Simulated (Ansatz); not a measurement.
Results of r²SCAN+rVV10 (Ansatz, a quantum-chemistry and plane-wave program, plane waves, PAW) for CaO (model structure, started from the CsCl type, Pm-3m, No. 221, 2 atoms in the cell; like a known high-pressure phase).

Run with plane-wave cutoff 560 eV, 12×12×12 k mesh, Fermi–Dirac smearing 0.01 eV, scalar-relativistic PAW data made under PBE.

Cell (relaxed at this level):

```xyz
2
Lattice="2.8923 0.0000 0.0000 0.0000 2.8923 0.0000 0.0000 0.0000 2.8923" Properties=species:S:1:pos:R:3 pbc="T T T"
Ca     0.0000     0.0000     0.0000
O      1.4461     1.4461     1.4461
```

What does this level give for the band gap?


* **band gap**: 3.25 eV (on the SCF k mesh)

The result took very roughly 14 core-seconds.

A model structure was made by putting elements into a prototype or built by hand; it is no filed structure, need not be a known phase, and can be a saddle point held by its symmetry.
